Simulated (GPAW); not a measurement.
Worked example: self-consistent single point of Cu (Fm-3m, 1 atom in the cell) in GPAW.

Method of the run: PBE, GPAW PAW datasets PBE (gpaw-data 1.0.1) (plane waves; GPAW).

The change in words: lattice scaled by 0.98. Reference geometry:
```
Cu
1.0
    0.00000     1.77655     1.77655
    1.77655     0.00000     1.77655
    1.77655     1.77655     0.00000
Cu
1
Direct
  0.00000   0.00000   0.00000
```

Reference input (self-consistent single point, DFT PBE, plane waves, GPAW PAW datasets PBE (gpaw-data 1.0.1)): mode = pw; ecut = 850 eV; xc = PBE; kpts = 21 21 21; mesh shift (steps) = 0 0 0; occupations.name = fermi-dirac; occupations.width = 0.1 eV; nbands = -7; convergence.forces = 0.001 eV/Å; symmetry.symmorphic = false; symmetry.tolerance = 0.0005; maxiter = 100. This run's input differs from it in these lines:

```diff
@@ -5,5 +5,5 @@
 atoms = Atoms(['Cu'],
-              cell=[[0.000000, 1.776552, 1.776552],
-                    [1.776552, 0.000000, 1.776552],
-                    [1.776552, 1.776552, 0.000000]],
+              cell=[[0.000000, 1.741021, 1.741021],
+                    [1.741021, 0.000000, 1.741021],
+                    [1.741021, 1.741021, 0.000000]],
               positions=[[0.000000, 0.000000, 0.000000]],
```

The program printed (abridged):

```
     iter     time        total  log10-change:
                         energy   eigst   dens  force
iter:   1 --:--:--    -4.593863
iter:   2 --:--:--    -4.238666   -2.24  -1.18
iter:   3 --:--:--    -3.633360   -1.49  -1.27
iter:   4 --:--:--    -3.628796   -4.00  -1.88
iter:   5 --:--:--    -3.600427   -2.82  -1.93
iter:   6 --:--:--    -3.600533   -3.81  -3.09
iter:   7 --:--:--    -3.601042c  -3.95  -3.22
iter:   8 --:--:--    -3.600509c  -4.66  -2.77
iter:   9 --:--:--    -3.600509c  -5.85  -4.09c
iter:  10 --:--:--    -3.600509c  -6.83  -4.11c
iter:  11 --:--:--    -3.600510c  -6.48  -4.04c
iter:  12 --:--:--    -3.600510c  -7.61c -4.23c
iter:  13 --:--:--    -3.600510c  -9.20c -5.32c  -infc
Converged after 13 iterations.

Dipole moment: (0.000000, 0.000000, 0.000000) |e|*Ang

Energy contributions relative to reference atoms: (reference = -45021.451841)

Kinetic:         -8.522205
Potential:       +6.747302
External:        +0.000000
XC:              -1.921092
Entropy (-ST):   -0.009843
Local:           +0.100407
SIC:             +0.000000
--------------------------
Free energy:     -3.605432
Extrapolated:    -3.600510

Showing only first 2 kpts
 Kpt  Band  Eigenvalues  Occupancy
  0     3      6.18795    2.00000
  0     4      7.16150    2.00000
  0     5      7.16150    2.00000
  0     6     33.59703    0.00000

  1     3      6.21884    2.00000
  1     4      7.12590    2.00000
  1     5      7.17570    2.00000
  1     6     33.19209    0.00000

Fermi level: 9.64268

No gap
No difference between direct/indirect transitions
Energy (eV): -3.60051

Forces in eV/Ang:
  0 Cu    0.00000    0.00000    0.00000

Stress tensor:
    -0.159913    -0.000000     0.000000
    -0.000000    -0.159913     0.000000
     0.000000     0.000000    -0.159913
Stress (GPa, Voigt): [-25.6209 -25.6209 -25.6209   0.       0.      -0.    ]
```

The run converged in 13 iterations. GPAW prints stress with tension positive. Against the reference run the free energy goes up by 78.4 meV/atom and the pressure goes from 11.87 to 25.62 GPa.

The starting cell comes from a database of computed structures (which also holds hypothetical and non-ambient phases and stackings), without a prior relaxation at this level. Its lattice was rescaled by a random factor within 2.5 % of one. For this run, on top of that: lattice scaled by 0.98. Spin polarisation is off. With a pressure of about 26 GPa the cell is away from its equilibrium volume at this level.

Cost on one core of a shared machine: roughly 2 min.
